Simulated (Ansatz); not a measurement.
The structure below was relaxed with PBEsol (Ansatz, a first-principles code, PAW, scalar-relativistic without spin-orbit coupling), at pressure 5 GPa.

```
CELL_PARAMETERS angstrom
      3.05697     0.00000     0.00000
     -1.52848     2.64741     0.00000
      0.00000     0.00000    14.99776
ATOMIC_POSITIONS crystal
  Si 0.00000 0.00000 0.99981
  Si 0.00000 0.00000 0.49981
  Si 0.66667 0.33333 0.83311
  Si 0.33333 0.66667 0.33311
  Si 0.66667 0.33333 0.16661
  Si 0.33333 0.66667 0.66661
  C  0.00000 0.00000 0.87447
  C  0.00000 0.00000 0.37447
  C  0.66667 0.33333 0.70811
  C  0.33333 0.66667 0.20811
  C  0.66667 0.33333 0.04160
  C  0.33333 0.66667 0.54160
```

Q: Find the space group and the Wyckoff positions.

A: Space group P6₃mc (No. 186); a = b = 3.0570 Å, c = 14.9978 Å, α = β = 90.00°, γ = 120.00°

```tsv
atom	site	symmetry	x	y	z
Si	2a	3m.	0.0000	0.0000	0.4998
Si	2b	3m.	0.3333	0.6667	0.3331
Si	2b	3m.	0.6667	0.3333	0.1666
C	2a	3m.	0.0000	0.0000	0.3745
C	2b	3m.	0.3333	0.6667	0.2081
C	2b	3m.	0.6667	0.3333	0.0416
```

Load acts through the strain it causes; cell and atoms are relaxed under it. No phonon test of stability was made. Competing high-pressure phases were not computed. The cell was made from SiC (space group P6_3mc, No. 186) by this change: pressure 5 GPa.
